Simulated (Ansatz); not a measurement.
In a (7,7) blue phosphorus nanotube, the lowest empty band has its minimum at Γ and lies 0.093 eV higher 0.0597 Å⁻¹ away along the axis.

Computed with PBE (plane waves to 420 eV, PAW; Ansatz, an electronic-structure program). Mesh 1×1×10. No spin polarisation. Isolated but for its images some 11 Å away. A hypothetical model, rolled from the flat sheet. Only distortions within the start's symmetry and period were free.

Estimate the electron mass along the axis.

For a parabola ΔE = ħ²Δk²/2m, and ħ²/2mₑ = 3.810 eV Å². So m/mₑ = 3.810 × 0.0597²/0.093 = 0.15. The curvature over a step a third as long gives 0.14; the band is close to a parabola here.
